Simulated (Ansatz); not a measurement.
# A computed series for InP: point defects

Take an 8-atom supercell of InP in the zinc blende structure (space group F-43m, No. 216) at its relaxed geometry as the base.

```
CELL_PARAMETERS angstrom
     -5.95980     0.00000     0.00000
      0.00000     0.00000     5.95980
      0.00000     5.95980     0.00000
ATOMIC_POSITIONS crystal
  P  0.25000 0.75000 0.75000
  P  0.75000 0.75000 0.25000
  P  0.75000 0.25000 0.75000
  P  0.25000 0.25000 0.25000
  In 0.00000 0.00000 0.00000
  In 0.50000 0.00000 0.50000
  In 0.50000 0.50000 0.00000
  In 0.00000 0.50000 0.50000
```

One neutral defect a cell, atoms relaxed at fixed cell.

Calculations: PBE in Ansatz (plane waves to 420 eV, PAW, scalar-relativistic without spin-orbit coupling), earlier PAW set.

```json
[
 {"change": "perfect supercell", "pressure": "0.0 GPa", "largest displacement of a host atom from its site in the perfect cell": "–"},
 {"change": "Rh on a P site", "pressure": "?", "largest displacement of a host atom from its site in the perfect cell": "0.05 Å"},
 {"change": "P vacancy, symmetric start", "pressure": "-1.9 GPa", "largest displacement of a host atom from its site in the perfect cell": "0.08 Å"},
 {"change": "Ir on a In site, symmetric start", "pressure": "-3.5 GPa", "largest displacement of a host atom from its site in the perfect cell": "0.29 Å"},
 {"change": "P interstitial (started 2.58 Å from the nearest host atom), symmetric start", "pressure": "6.9 GPa", "largest displacement of a host atom from its site in the perfect cell": "0.04 Å"},
 {"change": "In interstitial (started 2.43 Å from the nearest host atom)", "pressure": "11.2 GPa", "largest displacement of a host atom from its site in the perfect cell": "?"}
]
```

Question: What belongs in the blanks?

Answer: 
- Rh on a P site, pressure: 0.9 GPa
- In interstitial (started 2.43 Å from the nearest host atom), largest displacement of a host atom from its site in the perfect cell: 0.10 Å

Other magnetic orders, which the real material may have, were not ruled out. The cell is small, so the values are those of an ordered compound at a high defect concentration; dilute-limit values will differ. A case with no gap was solved on a k-mesh chosen for an insulator, which is coarse for it. Defects with a symmetric start kept the site's symmetry and may sit on a saddle; the others started slightly shaken. Seeded moments were not kept for Rh on a P site, P vacancy, Ir on a In site and In interstitial (started 2.43 Å from the nearest host atom).

Ansatz is an electronic-structure program.
